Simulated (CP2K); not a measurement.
Band structure of BaO (Fm-3m, 2 atoms in the cell).

```yaml
crystal:
  lattice:
    - [3.91737, 0.00000, 0.00000]
    - [1.95869, 3.39254, 0.00000]
    - [1.95869, 1.13085, 3.19852]
  atoms:
    - { symbol: Ba, position: [0.00000, 0.00000, 0.00000] }
    - { symbol: O, position: [0.50000, 0.50000, 0.50000] }
```

Level of theory: PBE, GPW, DZVP-MOLOPT-SR-GTH basis, GTH-PBE potentials (GTH_POTENTIALS) run with CP2K 2026.2.

Settings: CUTOFF = 500 Ry; REL_CUTOFF = 50 Ry; SMEAR/METHOD = FERMI_DIRAC; ELECTRONIC_TEMPERATURE = 116.05 K; KPOINTS/SCHEME = MONKHORST-PACK 8 8 8; GAMMA_CENTERED = T; XC_FUNCTIONAL = PBE; Ba/BASIS_SET = DZVP-MOLOPT-SR-GTH-q10; Ba/POTENTIAL = GTH-PBE-q10; O/BASIS_SET = DZVP-MOLOPT-SR-GTH-q6; O/POTENTIAL = GTH-PBE-q6; METHOD = GPW; EPS_DEFAULT = 1e-11; EXTRAPOLATION = USE_GUESS.

The starting cell has typed, rounded lattice constants, without a prior relaxation at this level. Values carry the incompleteness of an atom-centred basis.

Question: Predict the gap along the standard path and the places of the band edges.

Answer: The gap along the path is 2.18 eV, direct at X to within 0.01 eV.

Levels in eV from the top of the valence band on the SCF mesh, bands 5 to 9:
```
point       5      6      7      8     9
-----  ------  -----  -----  -----  ----
Γ      -10.70  -0.24  -0.24  -0.24  3.67
X      -11.27  -0.09  -0.09   0.00  2.18
W      -10.75  -1.32  -0.20  -0.20  4.81
K      -11.12  -0.93  -0.71  -0.14  3.66
L      -10.82  -2.01  -1.48  -1.48  5.11
U      -11.12  -0.93  -0.71  -0.14  3.66
```

Higher empty bands are left out: an atom-centred basis made for the valence describes them poorly.
